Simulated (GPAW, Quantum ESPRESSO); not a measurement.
A GPAW input for a self-consistent single point of BaCd₂P₂ (P-3m1, 5 atoms in the cell) (DFT PBEsol, plane waves, GPAW PAW datasets PBEsol (made by gpaw-setup)):

```python
from ase import Atoms
from ase.units import GPa
from gpaw import GPAW

atoms = Atoms(['Ba', 'Cd', 'Cd', 'P', 'P'],
              cell=[[4.395047, 0.000000, 0.000000],
                    [-2.197523, 3.806222, 0.000000],
                    [0.000000, 0.000000, 7.542509]],
              positions=[[0.000000, 0.000000, 0.000000],
                         [2.197526, 1.268739, 2.788390],
                         [-0.000002, 2.537483, 4.754119],
                         [2.197526, 1.268739, 5.517873],
                         [-0.000002, 2.537483, 2.024636]],
              pbc=True)

calc = GPAW(mode={'name': 'pw', 'ecut': 600},
            xc='PBEsol',
            kpts=(5, 5, 3),
            occupations={'name': 'fermi-dirac', 'width': 0.01},
            nbands=-6,
            convergence={'density': 1e-05, 'energy': 1e-05, 'bands': -4},
            symmetry={'symmorphic': False, 'tolerance': 0.0005},
            maxiter=150)

atoms.calc = calc

energy = atoms.get_potential_energy()
print('Energy (eV):', round(energy, 6))
forces = atoms.get_forces()
print('Forces (eV/Ang):')
print(forces.round(5))
stress = atoms.get_stress()
print('Stress (GPa, Voigt):', (stress / GPa).round(4))
```

### Question
Give the Quantum ESPRESSO input for the same structure, mesh, smearing and functional.

### Answer
This is the input that was run; spellings and numerical settings could be chosen otherwise.

```fortran
&control
 calculation = 'scf',
 prefix = 'scf',
 outdir = './work',
 pseudo_dir = './',
 verbosity = 'high',
 tprnfor = .true.,
 tstress = .true.,
/
&system
 ibrav = 0,
 nat = 5,
 ntyp = 3,
 ecutwfc = 45,
 ecutrho = 360,
 occupations = 'smearing',
 smearing = 'fermi-dirac',
 degauss = 0.000734986,
 input_dft = 'pbesol',
/
&electrons
 conv_thr = 1.0e-11,
 mixing_beta = 0.7,
/
ATOMIC_SPECIES
Ba   137.3270  Ba.pbe-spn-kjpaw_psl.1.0.0.UPF
Cd   112.4140  Cd.pbe-dn-rrkjus_psl.0.3.1.UPF
P     30.9738  P.pbe-n-rrkjus_psl.1.0.0.UPF
CELL_PARAMETERS angstrom
   4.3950467963     0.0000000000     0.0000000000
  -2.1975233981     3.8062221764     0.0000000000
   0.0000000000     0.0000000000     7.5425090000
ATOMIC_POSITIONS crystal
Ba    0.0000000000    0.0000000000    0.0000000000
Cd    0.6666666667    0.3333333333    0.3696900000
Cd    0.3333333333    0.6666666667    0.6303100000
P     0.6666666667    0.3333333333    0.7315700000
P     0.3333333333    0.6666666667    0.2684300000
K_POINTS automatic
5 5 3  0 0 0
```

Basis settings and potentials, where a program has them, do not carry over. This input uses DFT, PBEsol, plane waves, SSSP 1.1.2 efficiency (PBE) pseudopotentials.

The starting cell comes from a database of computed structures (which also holds hypothetical and non-ambient phases and stackings), without a prior relaxation at this level. Its lattice was rescaled by a random factor within 2.5 % of one.
